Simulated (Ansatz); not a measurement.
Base system: WS2 (space group P6_3/mmc, No. 194; a = 3.115 Å, c = 11.772 Å; layered, stacked along the Cartesian z axis).

Method: PBEsol-D3(BJ) (Ansatz, a program for electronic structure), without spin-orbit coupling.

One change was made to it. Results:

```tsv
quantity	base	after
shortest interatomic distance	4.514 bohr	4.479 bohr
valence-band top at Γ (three highest levels, from the VBM)	0.00, -1.26, -1.60 eV	0.00, -0.98, -2.02 eV
```

### Question
Which of these changes matches the shifts?
A) pressure 0.3 GPa
B) pressure −1 GPa
C) pressure 7.5 GPa
D) pressure 1.5 GPa
E) pressure −2 GPa

### Answer
C, pressure 7.5 GPa. For comparison, the valence-band top at Γ in the other runs: pressure −1 GPa gives 0.00, -1.32, -1.52 eV; pressure 1.5 GPa gives 0.00, -1.19, -1.70 eV; pressure 0.3 GPa gives 0.00, -1.25, -1.62 eV; pressure −2 GPa gives 0.00, -1.40, -1.43 eV.

With W present, leaving out spin-orbit coupling can change the band edges. The levels and masses belong to the bands next to the band gap. Load acts through the strain it causes; cell and atoms are relaxed under it. No phonon test of stability was made. Competing high-pressure phases were not computed.
